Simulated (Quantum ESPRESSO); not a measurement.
What a tighter setting buys: K_POINTS, Ba3SnS4 (Pm-3m, 8 atoms in the cell)

Cell: a = 6.3326 Å, b = 6.3326 Å, c = 6.3326 Å, α = 90.00°, β = 90.00°, γ = 90.00°.

Method of the run: PBEsol, PseudoDojo standard norm-conserving (PBESOL) pseudopotentials (plane waves; Quantum ESPRESSO).

Base settings: ecutwfc = 75 Ry; occupations = fixed; potentials = {Ba: Ba.upf, Sn: Sn.upf, S: S.upf}; K_POINTS = automatic 3 3 3 0 0 0; nbnd = 38; conv_thr = 1e-11 Ry; mixing_beta = 0.5.

Misses are taken against the tightest run, automatic 7 7 7 0 0 0, which need not be fully converged itself. The energy is the free energy per atom.

The count of work is k-points × plane waves × bands × iterations; it is no time, and leaves out set-up, grids and terms that scale otherwise. Core times come from one kind of shared machine and are given to one figure; runs under 30 s give none.

The starting cell comes from a database of computed structures (which also holds hypothetical and non-ambient phases and stackings), without a prior relaxation at this level.

| K_POINTS | energy less reference (meV/atom) | pressure less reference (GPa) | count of work / reference | core time / reference (rough) |
|---|---|---|---|---|
| automatic 1 1 1 0 0 0 | 855.22 | 8.82 | 0.050 | 0.08 |
| automatic 2 2 2 0 0 0 | 135.67 | 1.47 | 0.19 | 0.2 |
| automatic 3 3 3 0 0 0 | -12.60 | -0.11 | 0.20 | 0.2 |
| automatic 4 4 4 0 0 0 | 6.34 | 0.10 | 0.50 | 0.6 |
| automatic 5 5 5 0 0 0 | -1.50 | -0.02 | 0.43 | 0.6 |
| automatic 6 6 6 0 0 0 | 0.97 | 0.02 | 1.0 | 1 |
| automatic 7 7 7 0 0 0 | 0.00 | 0.00 | 1.0 | 1 |

Coarsest setting among those run that, with all tighter ones, holds the energy within 5 meV/atom of the reference: automatic 5 5 5 0 0 0, off by 1.5 meV/atom; its saving against the reference is no more than about a factor of 2 in time.

The step from automatic 3 3 3 0 0 0 to automatic 6 6 6 0 0 0: it takes the miss in the energy from 13 to 0.97 meV/atom, for 5.0 times the count of work and roughly 6 times the time.
